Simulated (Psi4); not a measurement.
Psi4 1.11, BP86/def2-tzvp: Te(Br)(SMe) (CS[Te]Br), 7 atoms. The geometry is a generated start, not checked to be a minimum at this level.

```yaml
task: energy
method: bp86
basis: def2-tzvp
memory: 3 GB
maxiter: 100
keys_of_the_molecule_block: symmetry c1
scf_type: df (default)
e_convergence: 1e-06 (default)
d_convergence: 1e-06 (default)
dft_radial_points: 75 (default)
dft_spherical_points: 302 (default)
effective_core_potentials: those of the basis set, past Kr
basis_functions: 184
grid_points: 150017
```

```xyz
7

Te     1.4953     0.4864     1.6749
Br     2.1972     2.3335     0.1432
S      0.7770    -1.0989     0.0713
C     -0.8795    -0.5035    -0.3953
H     -1.4947    -0.3618     0.4876
H     -1.3080    -1.2769    -1.0238
H     -0.7874     0.4212    -0.9577
```

With the defaults (diis = true, scf_initial_accelerator = adiis, damping_percentage = 0, diis_max_vecs = 10, diis_start = 1, guess = auto, which took SAD, level_shift = 0, level_shift_cutoff = 0.01, soscf = false) it converges in 12 SCF iterations. One run each on 2 threads, with these changes:
- scf_initial_accelerator = none
- guess = modhuckel
- diis = false, scf_initial_accelerator = none, damping_percentage = 60
- soscf = true
- level_shift = 0.1, level_shift_cutoff = 0.001
- guess = sadno
- diis_max_vecs = 20
- scf_initial_accelerator = ediis
- diis_start = 4

Task: Which of these changes keep the SCF from converging, or lead it to another solution?

Result: No convergence: diis = false, scf_initial_accelerator = none, damping_percentage = 60 (the run ends without SCF convergence in 100 iterations). The rest reach the solution of the defaults.

| setting | SCF iterations | JK calls | end |
|---|---|---|---|
| level_shift = 0.1, level_shift_cutoff = 0.001 | 10 | 11 | same solution |
| soscf = true | 10 | 41 | same solution |
| the defaults | 12 | 13 | same solution |
| diis_max_vecs = 20 | 12 | 13 | same solution |
| guess = modhuckel | 12 | 46 | same solution |
| guess = sadno | 12 | 12 | same solution |
| scf_initial_accelerator = none | 12 | 13 | same solution |
| scf_initial_accelerator = ediis | 12 | 13 | same solution |
| diis_start = 4 | 27 | 28 | same solution |
| diis = false, scf_initial_accelerator = none, damping_percentage = 60 | 100 | 101 | no convergence |

An SOSCF iteration holds several JK calls; a Hückel guess adds calls on atoms.
